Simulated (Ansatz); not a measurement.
Consider Ti-vacancy pair (Ti on one host W site, one W site vacant) in bcc W, neutral cell. The step: Ti and the vacancy change places (Ti-vacancy distance between ideal sites 2.76 Å throughout); the atom moves 2.56 Å along (0.47, 0.47, 0.46) of the unit cell; the moving atom starts with neighbours 2 W at 2.74, W at 2.77, 3 W at 2.78, W at 2.85, 3 W at 3.12, 2 W at 3.22, W at 3.25 Å and ends with 2 W at 2.74, W at 2.77, 3 W at 2.78, W at 2.85, 3 W at 3.12, 2 W at 3.22, W at 3.25 Å. A PBE band in Ansatz (plane-wave PAW, a 2×2×3 k-point mesh shifted by half a step, 36 host sites, 32 SCF runs with any check of the saddle's order, static, no finite-size correction) gives a forward barrier of 1.02 eV. The saddle point's order was not checked, and it lies on a symmetry element of the cell, where a band can be held. Forms of the defect that were not tried may lie lower.

Single points at the band's start and saddle point can refine it. Rough cost of one point, in units of the band's mean SCF on the same machine:

```json
[
 {"Level": "PBE, a 3×3×5 k-point mesh shifted by half a step", "Cost of one point": "about 3"},
 {"Level": "r2SCAN at 500 eV, a 2×2×3 k-point mesh shifted by half a step", "Cost of one point": "about 2"}
]
```

Q: Which of these move the barrier by more than 0.1 eV, and how far does each move it?

A: Not one does. PBE, a 3×3×5 k-point mesh shifted by half a step: -0.01 eV; r2SCAN at 500 eV, a 2×2×3 k-point mesh shifted by half a step: +0.04 eV. Each functional is compared with PBE at the same k-points.

Ansatz is a program for electronic structure.
